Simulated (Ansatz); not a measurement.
The starting structures come from a database of crystals and need not be the phases stable at ambient conditions.

 Where the default PAW files enter, the runs use the earlier of Ansatz's two default sets.

The decay constant κ of evanescent states in the gap governs leakage through a thin film.

Consider the following.

```yaml
crystal:
  lattice:
    - [5.84106, 0.00000, 0.00000]
    - [-2.92053, 5.05850, 0.00000]
    - [2.92053, 1.68617, 4.76920]
  atoms:
    - { symbol: Ba, position: [0.50000, 0.25000, 0.25000] }
    - { symbol: Ba, position: [0.50000, 0.75000, 0.75000] }
    - { symbol: Zn, position: [0.00000, 0.50000, 0.50000] }
    - { symbol: W, position: [0.00000, 0.00000, 0.00000] }
    - { symbol: O, position: [0.00000, 0.76234, 0.76234] }
    - { symbol: O, position: [0.00000, 0.23766, 0.23766] }
    - { symbol: O, position: [0.00000, 0.76234, 0.23766] }
    - { symbol: O, position: [0.00000, 0.23766, 0.76234] }
    - { symbol: O, position: [0.47532, 0.23766, 0.76234] }
    - { symbol: O, position: [0.52468, 0.76234, 0.23766] }
```

Space group of this cell: Fm-3m. The cell is taken as given; by r2SCAN its mean pressure is -8.1 GPa.

Transport runs along the normal of the first two printed cell vectors, the (111) plane of the conventional cell.

No gap correction and no spin-orbit coupling; mid-gap values are interpolated between computed energies.

Task: Predict the band gap and the smallest decay constant κ at mid-gap from Ansatz (a first-principles code) with r2SCAN.

Result: Gap 3.25 eV on a 8×8×8 mesh; κ = 0.365 1/Å, at the zone centre.
